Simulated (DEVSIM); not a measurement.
Structure: Si p-i-n diode, at 300 K.

Layer 1 from the left is Si, thickness (μm) 1.50, Na (cm⁻³) 1.3e19, τn (s) 2.3e-5, τp (s) 2.3e-5. Layer 2 from the left is Si, thickness (μm) 0.750, Nd (cm⁻³) 3.3e11, τn (s) 2.3e-5, τp (s) 2.3e-5. Layer 3 from the left is Si, thickness (μm) 1.90, Nd (cm⁻³) 1.3e18, τn (s) 2.3e-5, τp (s) 2.3e-5.

Left contact: ohmic. Right contact: ohmic. Voltage is applied to the left contact. Recombination: SRH at mid-gap. Gap narrowing is on: ΔEg = 6.92 meV × (l + √(l² + 0.5)), l = ln(N/1.3e17 cm⁻³), shared equally by both band edges. Mobility is constant in doping.

This is a model device: material constants are rounded textbook-type values typed into the input, and sizes, dopings and lifetimes were drawn at random. Values at 300 K.

Si: gap (eV) 1.124, affinity (eV) 4.05, permittivity 11.7, Nc (cm⁻³) 2.86e19, Nv (cm⁻³) 3.1e19, μn (cm²/Vs) 1417, μp (cm²/Vs) 470.

DEVSIM, 1D drift-diffusion, Boltzmann statistics, complete ionisation; no tunnelling, impact ionisation, image-force lowering or self-heating.

**Question.** What does the simulation give for the potential step across the device at zero bias, the dark forward voltage at 1 A/cm², the dark forward voltage at 100 A/cm²?

**Answer.** potential step across the device at zero bias 0.973 V; dark forward voltage at 1 A/cm² 0.663 V; dark forward voltage at 100 A/cm² 0.783 V.
